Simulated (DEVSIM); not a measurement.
Device: Schottky contact on n-type Si, at 350 K.

```csv
layer (left to right),material,thickness (μm),Nd (cm⁻³),τn (s),τp (s)
1,Si,1.20,1.9e15,5.1e-7,5.1e-7
```

Left contact: Schottky, work function 4.76 eV, emission velocity 4.1e6 cm/s. Right contact: ohmic. Voltage is applied to the left contact. Recombination: SRH at mid-gap, Auger. Mobility is constant in doping.

The device is made up for the run: typed textbook-type constants, with dimensions and the other settings drawn at random. Values at 300 K; Nc and Nv go as T^1.5, mobilities as T to minus their exponent, the gap by Varshni's rule with the affinity fixed.

```tsv
parameter	Si
gap (eV)	1.124
affinity (eV)	4.05
permittivity	11.7
Nc (cm⁻³)	2.86e19
Nv (cm⁻³)	3.1e19
μn (cm²/Vs)	1417
μp (cm²/Vs)	470
T exponent of μn	2.3
T exponent of μp	2.2
Cn (cm⁶/s)	2.8e-31
Cp (cm⁶/s)	9.9e-32
Varshni α (eV/K)	0.000473
Varshni β (K)	636
```

Model (solved in DEVSIM): 1D drift-diffusion, Boltzmann statistics, complete ionisation; no tunnelling, impact ionisation, image-force lowering or self-heating. Metal contacts follow the ideal Schottky-Mott rule: no Fermi-level pinning, no interface dipoles.

Task: Tabulate band edges, carrier densities and field at -2.0 V on the left contact.

Result: Energies count from the Fermi level of the right contact; mesh points crowd at the junctions.

```csv
x (μm),Ec (eV),Ev (eV),n (cm⁻³),p (cm⁻³),field (V/cm)
0.000,2.710,1.599,2.1e8,6.6e13,-38000
0.007897,2.680,1.570,2.2e8,2.5e13,-37000
0.01828,2.642,1.531,2.2e8,6.9e12,-37000
0.03422,2.583,1.472,2.2e8,9.8e11,-37000
0.05926,2.492,1.381,2.2e8,4.8e10,-36000
0.08584,2.398,1.287,2.3e8,2.1e9,-35000
0.1266,2.257,1.146,2.4e8,3.3e7,-34000
0.1907,2.045,0.935,2.5e8,1.4e7,-32000
0.2701,1.800,0.689,2.7e8,1.4e7,-30000
0.3631,1.536,0.426,3.0e8,1.6e7,-27000
0.4855,1.228,0.117,3.5e8,1.7e7,-23000
0.6906,0.810,-0.301,5.6e8,2.2e7,-17000
0.8187,0.612,-0.499,5.7e10,2.6e7,-14000
0.9161,0.493,-0.618,2.9e12,3.2e7,-11000
1.016,0.400,-0.710,6.2e13,4.2e7,-7800
1.066,0.365,-0.746,2.0e14,4.9e7,-6500
1.104,0.342,-0.769,4.3e14,5.6e7,-5500
1.133,0.327,-0.784,7.1e14,6.2e7,-4900
1.163,0.313,-0.798,1.1e15,6.8e7,-4500
1.178,0.306,-0.804,1.4e15,7.1e7,-4300
1.189,0.302,-0.809,1.6e15,7.3e7,-4200
1.200,0.297,-0.814,1.9e15,7.5e7,-4200
```
